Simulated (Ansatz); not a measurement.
Base system: MoSi2 (space group I4/mmm, No. 139; a = 3.190 Å, c = 7.821 Å).

Computed with PBEsol/PAW in Ansatz (a first-principles code), no SOC.

Before the change:

| Item | Value |
|---|---|
| c/a ratio | 2.451 |
| Volume per atom | 13.27 Å³ |

Modification: cell and atoms relaxed at a pressure of 30 GPa.

Problem. Predict the new c/a ratio.

Solution. The c/a ratio rises by 0.020 to 2.471.

Problem. Predict the new volume per atom.

Solution. The volume per atom shrinks by 1.362 Å³ (13.27 Å³ → 11.90 Å³).

Load acts through the strain it causes; cell and atoms are relaxed under it. No phonon test of stability was made. Competing high-pressure phases were not computed. The final runs are not spin-polarised.
